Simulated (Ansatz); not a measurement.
Ansatz (an electronic-structure program) run on Hf2Hg (I4mm, 3 atoms in the cell): self-consistent single point.

Level of theory: PBEsol, default PAW files made with PBE (plane waves; Ansatz).

```yaml
crystal:
  lattice:
    - [-1.66004, 1.66004, 5.78415]
    - [1.66004, -1.66004, 5.78415]
    - [1.66004, 1.66004, -5.78415]
  atoms:
    - { symbol: Hf, position: [0.67005, 0.67005, 0.00000] }
    - { symbol: Hf, position: [0.33427, 0.33427, 0.00000] }
    - { symbol: Hg, position: [0.00000, 0.00000, 0.00000] }
```

Reference input (self-consistent single point, DFT, PBEsol, plane waves, default PAW files made with PBE): basis.ecutwfc = 30.9 Ry; kpoints.mp_grid.grid = 12 12 12; hamiltonian.xc = pbesol; hamiltonian.pseudopotentials = {kind: paw} (the program's default PAW files); scf.occupations.method = fermi_dirac; scf.occupations.width = 0.0073 Ry. This run's input differs from it in these lines:

Ansatz 0.2 input:
```diff
@@ -13,3 +13,3 @@
 kpoints:
-  mp_grid: { grid: [12, 12, 12] }
+  mp_grid: { grid: [27, 27, 27] }
 hamiltonian:
@@ -18,3 +18,3 @@
 scf:
-  occupations: { method: fermi_dirac, width: 0.0073 Ry }
+  occupations: { method: fermi_dirac, width: 0.022 Ry }
 output:
```

Log, with long lists cut:

```
SCF iter   1: F=—  HF=-44864.943037 eV  |F-HF|=—  |Δ(HF+E_count)|=         —  Δρ=4.31e-3  dr2=9.82e-3  ethr=1.77e-3  ⟨swp⟩=4.7  Hψ=205805  notcnv=0
all-band conjugate gradients solve this SCF's bands
preconditioner: auto → Kerker (q_TF=auto, 2.784 Å⁻¹)
SCF iter   2: F=—  HF=-44864.942690 eV  |F-HF|=—  |Δ(HF+E_count)|=   3.47e-4  Δρ=2.46e-3  dr2=3.46e-3  ethr=1.36e-5  ⟨swp⟩=2.0  Hψ=94306  notcnv=0
   [... lines left out ...]
SCF iter   5: F=—  HF=-44864.942208 eV  |F-HF|=—  |Δ(HF+E_count)|=   3.56e-5  Δρ=1.31e-4  dr2=1.25e-5  ethr=5.09e-8  ⟨swp⟩=2.2  Hψ=116872  notcnv=0
SCF iter   6: F=—  HF=-44864.942184 eV  |F-HF|=—  |Δ(HF+E_count)|=   2.46e-5  Δρ=3.08e-5  dr2=1.25e-6  ethr=1.74e-8  ⟨swp⟩=2.0  Hψ=83692  notcnv=0
SCF iter   7: F=—  HF=-44864.942184 eV  |F-HF|=—  |Δ(HF+E_count)|=   1.24e-7  Δρ=1.51e-5  dr2=2.87e-7  ethr=1.74e-9  ⟨swp⟩=2.0  Hψ=116660  notcnv=0
SCF iter   8: F=-44864.942183 eV  HF=-44864.942183 eV  |F-HF|=4.70e-8  |Δ(HF+E_count)|=   2.31e-7  Δρ=6.33e-6  dr2=5.41e-8  ethr=1.39e-10  ⟨swp⟩=5.8  Hψ=289252  notcnv=0
SCF 1 converged in 8 iterations: F = -44864.942183 eV  dr2 = 5.41e-8
Free energy (F): -44864.942183 eV
Internal energy: -44864.300934 eV  (E = F + TS)
E sigma→0 (E₀):  -44864.621559 eV
Entropy (-TS):   -0.641249 eV (-213.750 meV/atom)
Fermi energy:    19.731037 eV
--- Forces (eV/Å), atoms counted from 1 ---
  atom   1  Hf    -0.00000000    -0.00000000    -0.55984932
  atom   2  Hf     0.00000000    -0.00000000     0.44007068
  atom   3  Hg     0.00000000     0.00000000     0.11987446
--- Stress (GPa, compression-positive) ---
       -1.290289       0.000000      -0.000000
        0.000000      -1.290289       0.000000
       -0.000000       0.000000       0.032089
  P = ⅓ Tr σ = -0.8495 GPa (-8.495 kbar)
  The stress holds the Pulay correction. Without it, at fixed plane waves, as pw.x and ABINIT print it: P = -0.8934 GPa
```

The run converged in 8 iterations. Against the reference run the free energy goes down by 90.8 meV/atom, the pressure goes from -1.21 to -0.85 GPa and the largest force goes from 0.509 to 0.560 eV/Å.

The starting cell comes from a database of computed structures (which also holds hypothetical and non-ambient phases and stackings), without a prior relaxation at this level. Its lattice was rescaled by up to half a per cent. One atom was moved a little off its site on purpose. Ansatz's pressure includes its estimate of the finite-basis (Pulay) stress.

Cost on one core of a shared machine: roughly 4 min.
